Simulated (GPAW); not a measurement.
A self-consistent single point of CuO (C2/c, 4 atoms in the cell) with GPAW.

Computed with PBE, GPAW PAW datasets PBE (gpaw-data 1.0.1) (plane waves; GPAW 25.7.0).

```
CELL_PARAMETERS angstrom
      2.28696    -1.67128     0.00000
      2.28696     1.67128     0.00000
     -0.83008     0.00000     4.93920
ATOMIC_POSITIONS crystal
  Cu 0.00000 0.50000 0.00000
  Cu 0.50000 0.00000 0.50000
  O  0.58160 0.41840 0.25000
  O  0.41840 0.58160 0.75000
```

Reference input (self-consistent single point, DFT PBE, plane waves, GPAW PAW datasets PBE (gpaw-data 1.0.1)): mode = pw; ecut = 900 eV; xc = PBE; kpts = 8 8 5; mesh shift (steps) = 0 0 0; occupations.name = methfessel-paxton; occupations.width = 0.1 eV; occupations.order = 1; nbands = -10; convergence.density = 1e-05 e/electron; convergence.energy = 1e-05 eV/electron; symmetry.symmorphic = false. This run's input differs from it in these lines:

```diff
@@ -17,3 +17,3 @@
             kpts={'size': (8, 8, 5), 'gamma': True},
-            occupations={'name': 'methfessel-paxton', 'width': 0.1, 'order': 1},
+            occupations={'name': 'methfessel-paxton', 'width': 0.3, 'order': 0},
             nbands=-10,
```

Output (repeated stretches shortened):

```
     iter     time        total  log10-change:
                         energy   eigst   dens
iter:   1 --:--:--   -25.531878
iter:   2 --:--:--   -23.178166   -1.52  -1.16
iter:   3 --:--:--   -19.714186   -0.78  -1.23
iter:   4 --:--:--   -19.879282   -1.92  -1.53
iter:   5 --:--:--   -19.681329   -2.35  -1.53
iter:   6 --:--:--   -19.621942   -3.49  -1.92
iter:   7 --:--:--   -19.526540   -2.24  -1.99
iter:   8 --:--:--   -19.526165   -3.94  -2.87
iter:   9 --:--:--   -19.525891   -4.85  -2.98
iter:  10 --:--:--   -19.525948c  -5.42  -3.06
iter:  11 --:--:--   -19.525951c  -6.74  -4.02
iter:  12 --:--:--   -19.525958c  -7.16  -4.04
iter:  13 --:--:--   -19.525956c  -7.46c -4.20
iter:  14 --:--:--   -19.525951c  -7.39  -4.38
iter:  15 --:--:--   -19.525949c  -8.44c -4.45
iter:  16 --:--:--   -19.525950c  -9.01c -4.51
iter:  17 --:--:--   -19.525950c  -9.51c -4.58
iter:  18 --:--:--   -19.525946c  -8.20c -4.63
iter:  19 --:--:--   -19.525946c  -9.28c -5.10c
Converged after 19 iterations.

Dipole moment: (-0.000000, -0.000000, -0.000000) |e|*Ang

Energy contributions relative to reference atoms: (reference = -94124.608285)

Kinetic:        +14.172699
Potential:      -16.789096
External:        +0.000000
XC:             -17.513437
Entropy (-ST):   -0.096583
Local:           +0.652179
SIC:             +0.000000
--------------------------
Free energy:    -19.574237
Extrapolated:   -19.525946

Showing only first 2 kpts
 Kpt  Band  Eigenvalues  Occupancy
  0    15      5.78444    2.00000
  0    16      7.83585    0.33349
  0    17      8.64099    0.00000
  0    18      9.61151    0.00000

  1    15      5.66636    2.00000
  1    16      7.78881    0.45607
  1    17      8.46742    0.00008
  1    18     10.14544    0.00000

Fermi level: 7.63070

No gap
No difference between direct/indirect transitions
Energy (eV): -19.525946

Forces in eV/Ang:
  0 Cu    0.00000    0.00000    0.00000
  1 Cu    0.00000    0.00000    0.00000
  2 O     0.00000   -0.09705    0.00000
  3 O    -0.00000    0.09705    0.00000

Stress tensor:
    -0.162354     0.000000     0.022168
     0.000000    -0.135818    -0.000000
     0.022168    -0.000000    -0.174391
Stress (GPa, Voigt): [-26.0119 -21.7604 -27.9405  -0.       3.5516   0.    ]
```

The run converged in 19 iterations. GPAW prints stress with tension positive. Against the reference run the free energy drops by 11.9 meV/atom and the largest force moves little (0.095 to 0.097 eV/Å).

At such cutoffs GPAW's stress carries a finite-basis (Pulay) error, which enters relaxed cells too; its log prints stress with tension positive.

The starting cell was generated: these elements placed on a structure prototype, without a prior relaxation; it need not be a known phase or ordering of this composition. Its lattice was rescaled by a random factor within 2.5 % of one. Spin polarisation is off, so a magnetic state, if there is one, cannot be reached. The run gives no clean gap (levels at the Fermi energy touch, overlap or are partly filled at this smearing), which alone does not show that the compound is a metal.

Cost on one core of a shared machine: roughly 80 s.
